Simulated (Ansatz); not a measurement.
Base system: TiC in the rock salt structure (space group Fm-3m, No. 225; a = 4.2609 Å; relaxed with 0.1 eV smearing). Axes: x, y, z lie along the cube axes.

All numbers come from LDA, PAW, 420 eV (Ansatz, a quantum-chemistry and plane-wave program; no spin-orbit coupling).

Base values:

* **Pressure**: 0.0 GPa
* **Shortest interatomic distance**: 2.130 Å

Now apply this change: uniaxial strain ε_zz = +0.50 %, all other strain components held at zero; the atoms relax in the strained cell.

Problem. What happens to the energy relative to the base, pressure and shortest interatomic distance?

Solution. The energy rises by 0.4 meV/atom; the pressure (mean of the normal stresses, compression positive) goes from zero to -1.4 GPa; the shortest interatomic distance remains 2.130 Å.

Stability against distortions was not tested. The final runs are not spin-polarised.
